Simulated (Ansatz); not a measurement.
The starting structures come from a database of crystals and need not be the phases stable at ambient conditions.

Inside the gap of an insulator the Bloch states are evanescent, with a wavenumber k + iκ along the transport direction.

Here is the system:

```
CELL_PARAMETERS angstrom
      5.20259     0.00000     0.00000
      0.00000    10.76295     0.00000
      2.60129     0.00000     2.60129
ATOMIC_POSITIONS crystal
  Zn 0.00000 0.00000 0.00000
  Zn 0.50000 0.50000 0.00000
  Cl 0.50000 0.12664 0.50000
  Cl 0.50000 0.62664 0.50000
  Cl 0.00000 0.37336 0.50000
  Cl 0.00000 0.87336 0.50000
```

Space group of this cell: P4_2/nmc. The cell was relaxed by PBE-D3(BJ); by PBEsol its mean pressure is -1.0 GPa.

Transport runs along the normal of the first two printed cell vectors, the (110) plane of the conventional cell.

No gap correction and no spin-orbit coupling; mid-gap values are interpolated between computed energies.

Q: State the band gap and the smallest decay constant κ at mid-gap according to PBEsol in Ansatz (a first-principles code).

A: Gap 3.66 eV on a 12×4×12 mesh; κ = 0.312 1/Å, at the zone centre.
